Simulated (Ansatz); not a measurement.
A computed series for hypothetical P6_3/mmc PbI2: carrier doping

Take PbI2 (space group P6_3/mmc, No. 194; a = 4.398 Å, c = 14.845 Å; a hypothetical phase, not in the database extracts checked) as the base.

Carriers are added at fixed cell with a uniform background; the Fermi–Dirac width is that of 300 K.

Method: PBE-D3(BJ) (Ansatz, a first-principles code), without spin-orbit coupling, earlier PAW set.

Notes on the quantities. Fermi level from band edge: Fermi level relative to the doped band's edge (positive inside the band; to 0.05 eV).

| variant | gap between the host's bands | largest internal atomic displacement | Fermi level from band edge |
|---|---|---|---|
| undoped | 1.99 eV | – | – |
| electrons 2.0×10^21 cm⁻³ | 1.71 eV | 0.056 Å | +0.45 eV |
| electrons 5.0×10^21 cm⁻³ | 1.39 eV | 0.131 Å | +0.70 eV |
| holes 2.0×10^21 cm⁻³ | 2.02 eV | 0.011 Å | +0.15 eV |
| holes 5.0×10^21 cm⁻³ | 2.12 eV | 0.018 Å | +0.25 eV |

Carriers are added with a uniform compensating background; total energy and stress of such cells depend on the potential's zero and are not compared; many-body gap narrowing is missing at this level. With I and Pb present, leaving out spin-orbit coupling can change the band edges. Whether these cells are dynamically stable was not tested.
